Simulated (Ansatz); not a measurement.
Effect of Al → Y on TiAl3

Take TiAl₃ (space group I4/mmm, No. 139; a = 3.824 Å, c = 8.561 Å) as the base.

Modification: Y takes the place of Al on all its sites; the structure is relaxed again.

Level of theory: Kohn–Sham DFT with the r2SCAN functional, run in Ansatz (an electronic-structure program) with PAW and 500 eV plane waves, no spin-orbit coupling. Settings: 14×14×14 k-points, 0.05 eV Fermi–Dirac smearing, for the changed cell.

```tsv
quantity	base	changed	shift
volume per atom	15.65 Å³	28.28 Å³	+12.63 Å³
density	3.42 g/cm³	4.62 g/cm³	+1.20 g/cm³
c/a ratio	2.239	1.958	-0.2804
space group	I4/mmm (No. 139)	I4/mmm (No. 139)	–
shortest interatomic distance	2.704 Å	3.408 Å	+0.704 Å
band gap	zero	zero	–
```

Final structure:

```
CELL_PARAMETERS angstrom
     -2.43521     2.43521     4.76844
      2.43521    -2.43521     4.76844
      2.43521     2.43521    -4.76844
ATOMIC_POSITIONS crystal
  Y  0.50000 0.50000 0.00000
  Y  0.75000 0.25000 0.50000
  Y  0.25000 0.75000 0.50000
  Ti 0.00000 0.00000 0.00000
```

Stability against distortions was not tested. As relaxed here, Y3Ti is a hypothetical phase, not in the database extracts checked. All final runs are without spin polarisation. An odd electron count without spin: Y3Ti and TiAl3. Y3Ti has a high density of states at the Fermi level and may be magnetic at this level.
